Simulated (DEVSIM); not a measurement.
System: abrupt Si p-n junction, at 250 K.

```csv
layer (left to right),material,thickness (μm),Nd (cm⁻³),Na (cm⁻³),τn (s),τp (s)
1,Si,0.330,-,3.7e16,8.5e-6,8.5e-6
2,Si,11.0,8.9e16,-,8.5e-6,8.5e-6
```

Left contact: ohmic. Right contact: ohmic. Voltage is applied to the left contact. Recombination: SRH at mid-gap, radiative, Auger. Mobility is μmin + (μ − μmin)/(1 + (N/Nref)^α).

Constants are typed, rounded textbook-type inputs, not results; the design itself was drawn at random and stands for no fabricated device. Values at 300 K; Nc and Nv go as T^1.5, mobilities as T to minus their exponent, the gap by Varshni's rule with the affinity fixed.

| parameter | Si |
|---|---|
| gap (eV) | 1.124 |
| affinity (eV) | 4.05 |
| permittivity | 11.7 |
| Nc (cm⁻³) | 2.86e19 |
| Nv (cm⁻³) | 3.1e19 |
| μn (cm²/Vs) | 1417 |
| μp (cm²/Vs) | 470 |
| μn,min | 52 |
| μp,min | 45 |
| Nref,n | 9.7e16 |
| Nref,p | 2.2e17 |
| αn | 0.68 |
| αp | 0.72 |
| T exponent of μn | 2.3 |
| T exponent of μp | 2.2 |
| B (cm³/s) | 4.7e-15 |
| Cn (cm⁶/s) | 2.8e-31 |
| Cp (cm⁶/s) | 9.9e-32 |
| Varshni α (eV/K) | 0.000473 |
| Varshni β (K) | 636 |

Simulated with DEVSIM: 1D drift-diffusion, Boltzmann statistics, complete ionisation; no tunnelling, impact ionisation, image-force lowering or self-heating.

Problem. Tabulate band edges, carrier densities and field at zero bias.

Solution. Energies count from the Fermi level of the right contact; mesh points crowd at the junctions.

```
x (μm)   Ec (eV)  Ev (eV)  n (cm⁻³)  p (cm⁻³)  field (V/cm)
-------  -------  -------  --------  --------  ------------
0.000      0.997   -0.139     < 1e2    3.7e16           ≈ 0
0.02277    0.997   -0.139     < 1e2    3.7e16           ≈ 0
0.06073    0.997   -0.139     < 1e2    3.7e16           -12
0.1324     0.996   -0.140     < 1e2    3.5e16          -460
0.2474     0.868   -0.268     < 1e2    9.4e13        -35000
0.2947     0.639   -0.497   2900000     2.2e9        -62000
0.3231     0.440   -0.696    3.0e10    220000        -78000
0.3502     0.246   -0.890    2.4e14     < 1e2        -54000
0.3909     0.130   -1.006    5.2e16     < 1e2         -8600
0.4755     0.118   -1.018    8.9e16     < 1e2           -13
0.6308     0.118   -1.018    8.9e16     < 1e2           ≈ 0
1.100      0.118   -1.018    8.9e16     < 1e2           ≈ 0
1.891      0.118   -1.018    8.9e16     < 1e2           ≈ 0
3.343      0.118   -1.018    8.9e16     < 1e2           ≈ 0
7.198      0.118   -1.018    8.9e16     < 1e2           ≈ 0
9.271      0.118   -1.018    8.9e16     < 1e2           ≈ 0
10.27      0.118   -1.018    8.9e16     < 1e2           ≈ 0
10.81      0.118   -1.018    8.9e16     < 1e2           ≈ 0
11.13      0.118   -1.018    8.9e16     < 1e2           ≈ 0
11.24      0.118   -1.018    8.9e16     < 1e2           ≈ 0
11.30      0.118   -1.018    8.9e16     < 1e2           ≈ 0
11.33      0.118   -1.018    8.9e16     < 1e2           ≈ 0
```
